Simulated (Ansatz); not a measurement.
Cubic perovskite KCdF3, treated with rVV10 (plane waves, PAW; Ansatz, a first-principles code).

Settings: plane-wave cutoff 520 eV, 8×8×8 k mesh, Fermi–Dirac smearing 0.01 eV, scalar-relativistic PAW data made under PBE.

Equation-of-state points:

```tsv
V (Å³/atom)	E − E_lowest (meV/atom)	P (GPa)
16.336	13.50	4.40
16.684	5.78	2.76
17.031	1.40	1.30
17.379	0.00	0.01
17.727	1.26	-1.15
18.074	4.88	-2.17
18.422	10.61	-3.09
```

What bulk modulus B0 and pressure derivative B′ does a third-order Birch–Murnaghan fit give?

V0 = 17.382 Å³/atom, B0 = 61.1 GPa, B′ = 4.8 (fit to the energies at full precision).

Note: the relaxation could not lower the start's symmetry, so the cell can be a saddle point above a distorted one.

Static lattice: no zero-point or thermal effects.

The result took roughly 60 core-seconds.
